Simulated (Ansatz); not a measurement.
Consider BAs in the zinc blende structure (space group F-43m, No. 216; a = 4.732 Å).

Computed with Ansatz (a first-principles code), LDA, PAW, cutoff 420 eV, no SOC.

Base values:

The hole mass is 0.23 mₑ (at Γ) and the width of the top valence band is 5.37 eV.

Perturbation: every lattice vector is stretched by 1.00 %, atoms relaxed at fixed cell.

How does this affect the energy relative to the base, hole mass and width of the top valence band?

The energy rises by 5.3 meV/atom; the hole mass (degenerate bands, along [100]) becomes 0.22, 0.23, 0.23 mₑ (at Γ) (base: 0.23 mₑ (at Γ)); the width of the top valence band shrinks by 0.18 eV to 5.19 eV.

The levels and masses belong to the bands next to the band gap. The cells carry an imposed strain or load. Masses are band curvatures over ±0.01 Å⁻¹ around the edge. Whether these cells are dynamically stable was not tested.
